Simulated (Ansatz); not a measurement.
## BP: energy against strain

BP (zinc blende, F-43m, 11.319 Å³/atom at rest) under an equal strain ε in the (111) plane with the normal axis free, as in a coherent film. LDA in Ansatz, a plane-wave DFT program (PAW, default set), 420 eV, 13×13×13 Γ-centred mesh, Fermi-Dirac smearing 0.05 eV; ions are relaxed within the symmetry of each cell.

Here s stands for strain and y for E less E0.

| strain (%) | E less E0 (meV/atom) |
|---|---|
| -2.50 | ? |
| -1.25 | 5.33 |
| -0.83 | 2.33 |
| -0.42 | 0.59 |
| 0.00 | 0.00 |
| 0.42 | 0.59 |
| 0.83 | 2.27 |
| 1.25 | 5.07 |

Fit y of the 7 rows that show it with a parabola. Least squares gives y = 0.004 - 0.0772·s + 3.3268·s². Residuals (row less fit): 0.031, -0.030, -0.033, -0.004, 0.032, 0.038, -0.036; standard error 0.041 (degrees of freedom: 4). Twice the quadratic coefficient over the volume, 2 × 3.3268 meV × 10⁴ × 0.1602 / 11.319 Å³, is twice the biaxial elastic modulus of this plane = 942 ± 7 GPa.

**Question.** Estimate the missing y (s = -2.50); what did the run itself give?

**Answer.** y = 0.004 - 0.0772 × (-2.50) + 3.3268 × (-2.50)² = 20.989 meV/atom. The calculation gives 21.94 meV/atom, 0.951 meV/atom above the prediction (4.3 % of the range of y in the table). The row lies outside the fitted rows, so this is an extrapolation. From the scatter of the fitted rows alone, a prediction at this place has a standard error of 0.157 meV/atom, so the miss is 6.1 times that.

One order more, fitted to all 13 runs of the series, follows each within 0.01, so the miss is the next term of a smooth law. Rows are the converged runs of the series near zero and its far end; series whose fitted rows scatter by over a few per cent of the range, as at a crossing or softening among them, aren't shown in this form. Most that stay on the fit to the last digits aren't either.
